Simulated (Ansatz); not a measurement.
The reference is MgTe in the zinc blende structure (space group F-43m, No. 216; a = 6.439 Å). Axes: x, y, z lie along the cube axes.

The values are results of PBEsol, PAW, 420 eV (Ansatz, a program for electronic structure; no SOC), not measurements.

Strains are applied to the cell and any free atomic positions relax; under biaxial strain the out-of-plane vector relaxes too.

One change was made to it. Results:

| quantity | base | after |
|---|---|---|
| energy relative to the base (free energy F) | 0 meV/atom | +2.0 meV/atom |
| valley order (the lowest conduction-band minima on the path, energy above the VBM, named in the base's zone) | Γ 2.35 eV; X along ⟨100⟩ 2.71 eV; L along ⟨111⟩ 3.18 eV | Γ 2.19 eV; X along [001] 2.63 eV; L along [111] 2.94 eV; L along [1-1-1] 3.09 eV |
| valence-band top at Γ (three highest levels, from the VBM) | 0.00, 0.00, 0.00 eV | 0.00, -0.13, -0.13 eV |

Task: Which change produced these results?
A) biaxial strain +0.42 %, plane normal [111], relaxed out of plane
B) biaxial strain +1.25 %, plane normal [111], relaxed out of plane
C) biaxial strain −2.50 %, plane normal [111], relaxed out of plane

Result: B, biaxial strain +1.25 %, plane normal [111], relaxed out of plane. For comparison, the valley order in the other runs: biaxial strain −2.50 %, plane normal [111], relaxed out of plane gives Γ 2.32 eV; X along [100] 2.52 eV; L along [1-11] 3.04 eV; L along [111] 3.38 eV; biaxial strain +0.42 %, plane normal [111], relaxed out of plane gives Γ 2.29 eV; X along [001] 2.69 eV; L along [111] 3.09 eV; L along [1-1-1] 3.15 eV.

With Te present, leaving out spin-orbit coupling can change the band edges. The levels and masses belong to the bands next to the band gap. Whether these cells are dynamically stable was not tested.
